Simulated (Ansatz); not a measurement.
# Sn (space group I4_1/amd, No. 141)

```cif
data_Sn4
_chemical_formula_sum 'Sn4'
_space_group_name_H-M_alt 'I41/amd :1'
_space_group_IT_number 141
_space_group_name_Hall 'I 4bw 2bw -1bw'
_cell_length_a 5.94710
_cell_length_b 5.94710
_cell_length_c 3.21219
_cell_angle_alpha 90.000
_cell_angle_beta 90.000
_cell_angle_gamma 90.000
loop_
_atom_site_label
_atom_site_type_symbol
_atom_site_symmetry_multiplicity
_atom_site_Wyckoff_symbol
_atom_site_fract_x
_atom_site_fract_y
_atom_site_fract_z
_atom_site_occupancy
Sn1 Sn 4 a 0.00000 0.00000 0.00000 1
```
(The calculation used a cell of 2 atoms; values per cell refer to that cell.)

Computed with plane-wave PAW DFT at the PBE level (Ansatz, a program for electronic structure, 420 eV), without spin-orbit coupling, earlier PAW set. Γ-centred 16×16×16 mesh, Fermi–Dirac width 0.05 eV.

```yaml
volume_per_atom: 28.40 Å³
density: 6.94 g/cm³
band_gap: zero
total_energy: -6024.250 eV/atom (σ→0; compares only within this code and set-up)
```

No phonon test of stability was made.
